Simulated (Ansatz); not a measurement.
**BN (model structure, started from the MgO type, Pm-3n, No. 223, 12 atoms in the cell)**

All values below come from r²SCAN (plane waves, PAW; Ansatz, a first-principles code).

Numerical settings: plane-wave cutoff 560 eV, 8×8×8 k mesh, Fermi–Dirac smearing 0.01 eV, scalar-relativistic PAW data made under PBE.

Cell (relaxed with PBEsol):

```
BN
1.0
    4.41936     0.00000     0.00000
    0.00000     4.41936     0.00000
    0.00000     0.00000     4.41936
B N
6 6
Direct
  0.25000   0.00000   0.50000
  0.75000   0.00000   0.50000
  0.50000   0.75000   0.00000
  0.50000   0.25000   0.00000
  0.00000   0.50000   0.75000
  0.00000   0.50000   0.25000
  0.25000   0.50000   0.00000
  0.75000   0.50000   0.00000
  0.00000   0.75000   0.50000
  0.00000   0.25000   0.50000
  0.50000   0.00000   0.75000
  0.50000   0.00000   0.25000
```

```json
{
  "band_gap": "4.76 eV (indirect)",
  "smallest_direct_gap_on_the_k_points_sampled": "5.19 eV",
  "direct gap at Γ": "6.33 eV"
}
```

Note: the relaxation could raise the start's symmetry but not lower it, so the cell can be a saddle point; cell and atoms aren't relaxed at this level (pressure 0.2 GPa).

The computed numbers hold no vibrational or temperature effects.

A model structure was made by putting elements into a prototype or built by hand; it is no filed structure, need not be a known phase, and can be a saddle point held by its symmetry.
